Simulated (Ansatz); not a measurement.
The reference is ZnCu$_{2}$SnSe$_{4}$ (space group I-4, No. 82; a = 5.658 Å, c = 11.318 Å).

Structures relaxed with PBEsol (Ansatz, a program for electronic structure), no SOC.

Base:

Simulated powder pattern, Mo Kα, λ = 0.71073 Å (kinematic, ideal powder, no thermal factors, no anomalous dispersion; the 14 strongest lines at most, above 2 %, up to 2θ = 40°):

```
2θ (°)  I/Imax (%)       hkl
------  ----------  --------
12.49          100     (112)
13.00          2.4     (103)
16.55          3.4     (121)
20.46           80     (204)
24.04           49     (116)
29.10           13     (008)
31.78           20     (316)
35.84           26     (228)
38.09           14  (1 1 10)
```

One thing is altered: every Sn is replaced by Ti; the structure is relaxed again.

After the change:

Simulated powder pattern, Mo Kα, λ = 0.71073 Å (kinematic, ideal powder, no thermal factors, no anomalous dispersion; the 14 strongest lines at most, above 2 %, up to 2θ = 40°):

```json
[
 {"2θ (°)": "12.72", "d (Å)": "3.207", "I/Imax (%)": "100", "hkl": "(112)"},
 {"2θ (°)": "20.84", "d (Å)": "1.965", "I/Imax (%)": "26", "hkl": "(220)"},
 {"2θ (°)": "20.86", "d (Å)": "1.963", "I/Imax (%)": "53", "hkl": "(204)"},
 {"2θ (°)": "24.49", "d (Å)": "1.675", "I/Imax (%)": "33", "hkl": "(312)"},
 {"2θ (°)": "24.53", "d (Å)": "1.673", "I/Imax (%)": "17", "hkl": "(116)"},
 {"2θ (°)": "29.64", "d (Å)": "1.389", "I/Imax (%)": "9.0", "hkl": "(400)"},
 {"2θ (°)": "29.70", "d (Å)": "1.387", "I/Imax (%)": "4.5", "hkl": "(008)"},
 {"2θ (°)": "32.37", "d (Å)": "1.275", "I/Imax (%)": "6.8", "hkl": "(332)"},
 {"2θ (°)": "32.40", "d (Å)": "1.274", "I/Imax (%)": "14", "hkl": "(136)"},
 {"2θ (°)": "36.52", "d (Å)": "1.134", "I/Imax (%)": "18", "hkl": "(424)"},
 {"2θ (°)": "36.56", "d (Å)": "1.133", "I/Imax (%)": "8.9", "hkl": "(228)"},
 {"2θ (°)": "38.81", "d (Å)": "1.070", "I/Imax (%)": "7.2", "hkl": "(152)"},
 {"2θ (°)": "38.84", "d (Å)": "1.069", "I/Imax (%)": "3.6", "hkl": "(336)"},
 {"2θ (°)": "38.88", "d (Å)": "1.068", "I/Imax (%)": "3.6", "hkl": "(1 1 10)"}
]
```

The indices refer to each structure's own conventional cell; one index is shown for lines that coincide.

Whether these cells are dynamically stable was not tested. As relaxed here, TiZnCu2Se4 is a hypothetical phase, not in the database extracts checked. The final runs are not spin-polarised.
